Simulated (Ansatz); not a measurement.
Ansatz (a program for electronic structure) run on LuHg (Pm-3m, 2 atoms in the cell): relaxation of cell and atoms.

Method: LDA (PW92), default PAW files made with PBE (plane waves; Ansatz).

The change in words: atoms on their sites; basis.ecutwfc: 420 eV → 840 eV; relax: default → cell and atoms. Reference geometry:
```xyz
2
Lattice="3.6281 0.0000 0.0000 0.0000 3.6281 0.0000 0.0000 0.0000 3.6281" Properties=species:S:1:pos:R:3 pbc="T T T"
Lu     1.8140     1.8140     1.8640
Hg     0.0000     0.0000     0.0000
```

Reference input (self-consistent single point, DFT, LDA (PW92), plane waves, default PAW files made with PBE): basis.ecutwfc = 420 eV; kpoints.mp_grid.grid = 9 9 9; hamiltonian.xc = lda; hamiltonian.pseudopotentials = {kind: paw} (the program's default PAW files); scf.occupations.method = gaussian; scf.occupations.width = 0.1 eV. This run's input differs from it in these lines:

Ansatz 0.2 input:
```diff
@@ -7,6 +7,6 @@
   atoms:
-    - { symbol: Lu, position: [0.500000, 0.500000, 0.513781] }
+    - { symbol: Lu, position: [0.500000, 0.500000, 0.500000] }
     - { symbol: Hg, position: [0.000000, 0.000000, 0.000000] }
 basis:
-  ecutwfc: 420.0 eV
+  ecutwfc: 840.0 eV
 kpoints:
@@ -18,2 +18,4 @@
   occupations: { method: gaussian, width: 0.1 eV }
+relax:
+  cell: {}
 output:
```

Output (repeated stretches shortened):

```
   [... SCF lines of the steps left out ...]
relax step   1: F+E_penalty+E_count = -28016.50671223 eV  Δ(F+E_penalty+E_count) = +0.000e0 eV  max|allowed force component| = 2.772e-28 eV/Å  Δτ_max = 0.0000 Å  P = -5.365 GPa  Ω = 47.756 Å³  (7 SCF iters, dr2 threshold 1.00e-7 eV, accepted)
relax step   2: F+E_penalty+E_count = -28016.52500946 eV  Δ(F+E_penalty+E_count) = -1.830e-2 eV  max|allowed force component| = 8.020e-30 eV/Å  Δτ_max = 0.0000 Å  P = +5.572 GPa  Ω = 42.187 Å³  energy of the carried Pulay correction = +3.224e-5 eV  [...]
   [... lines left out ...]
relax step   4: F+E_penalty+E_count = -28016.56407299 eV  Δ(F+E_penalty+E_count) = -5.782e-4 eV  max|allowed force component| = 4.865e-30 eV/Å  Δτ_max = 0.0000 Å  P = -0.019 GPa  Ω = 44.557 Å³  energy of the carried Pulay correction = +1.804e-5 eV  [...]
relax step   5: F+E_penalty+E_count = -28016.56405585 eV  Δ(F+E_penalty+E_count) = +1.715e-5 eV  max|allowed force component| = 1.072e-29 eV/Å  Δτ_max = 0.0000 Å  P = -0.018 GPa  Ω = 44.557 Å³  stress off target by 1.82e-2 GPa  SCF on the basis [...]
basis re-selected at this cell: Δ(F+E_penalty+E_count) = +1.715e-5 eV, ΔP = +0.001 GPa vs the last step
the relaxation is at rest under the 48 symmetry operations that the run kept from its start: a minimum is not shown …
Free energy (F): -28016.564056 eV
Internal energy: -28016.556192 eV  (E = F + TS)
E sigma→0 (E₀):  -28016.560124 eV
Entropy (-TS):   -0.007864 eV (-3.932 meV/atom)
Fermi energy:    17.519625 eV
--- Forces (eV/Å), atoms counted from 1 ---
  atom   1  Lu     0.00000000     0.00000000     0.00000000
   [... lines left out ...]
to start a new deck from the relaxed geometry:
  cell:  # Å, volume = 44.5569 Å³
    - [3.5451810274191984, 4.172848212839011e-34, 1.7654357823549661e-34]
    - [1.6049416203226964e-34, 3.5451810274191984, 0.0]
    - [1.7654357823549661e-34, 0.0, 3.5451810274191984]
  atoms:
    - { symbol: Lu, position: [0.5, 0.5, 0.5] }
    - { symbol: Hg, position: [-1.3270999705080336e-34, 6.437282090089969e-47, 8.847333136676234e-36] }
```

The run converged. 

Summary of the result:
```
Property                                                                           Result
-----------------------------------------------  ----------------------------------------
Free energy E − TS (on the zero of these files)                            -28016.5641 eV
Fermi level (on the code's own zero)                                             17.52 eV
Pressure                                                                        -0.02 GPa
Final cell                                       a = b = c = 3.5452 Å, α = β = γ = 90.00°
Final volume per atom                                                            22.28 Å³
Relaxation steps                                                                        5
```

The starting cell comes from a database of computed structures (which also holds hypothetical and non-ambient phases and stackings), without a prior relaxation at this level. Its lattice was rescaled by up to half a per cent. The relaxation keeps the symmetry of its start, so its end need not be a minimum. Ansatz's pressure includes its estimate of the finite-basis (Pulay) stress.

Cost on one core of a shared machine: roughly 40 s.
